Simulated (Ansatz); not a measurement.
The parent structure is GaP in the zinc blende structure (space group F-43m, No. 216).

```yaml
crystal:
  lattice:
    - [0.00000, 2.75299, 2.75299]
    - [2.75299, 0.00000, 2.75299]
    - [2.75299, 2.75299, 0.00000]
  atoms:
    - { symbol: Ga, position: [0.00000, 0.00000, 0.00000] }
    - { symbol: P, position: [0.25000, 0.25000, 0.25000] }
```

The values are results of Ansatz (a quantum-chemistry and plane-wave program), PBE, PAW, cutoff 420 eV, without spin-orbit coupling, not measurements.

Strains are applied to the cell and any free atomic positions relax.

One change was made to it. Results:

The smallest direct gap goes up by 0.63 eV to 2.21 eV; the gap character changes from direct at Γ to indirect, Γ → Γ–X (87 % along); the hole mass (degenerate bands, along [100]) changes from 0.098, 0.40, 0.40 mₑ (at Γ) to 0.13, 0.36, 0.36 mₑ (at Γ); the band gap shrinks by 0.07 eV to 1.51 eV.

Q: Which of these changes matches the shifts?
(A) isotropic strain −3.00 %
(B) isotropic strain −2.50 %
(C) isotropic strain −1.50 %

A: B, isotropic strain −2.50 %. For comparison, the smallest direct gap in the other runs: isotropic strain −3.00 % gives 2.34 eV; isotropic strain −1.50 % gives 1.95 eV.

Effective masses come from finite differences of ±0.01 Å⁻¹. No phonon test of stability was made. The real GaP has an indirect gap at ambient pressure; PBE orders its close-lying valleys differently.
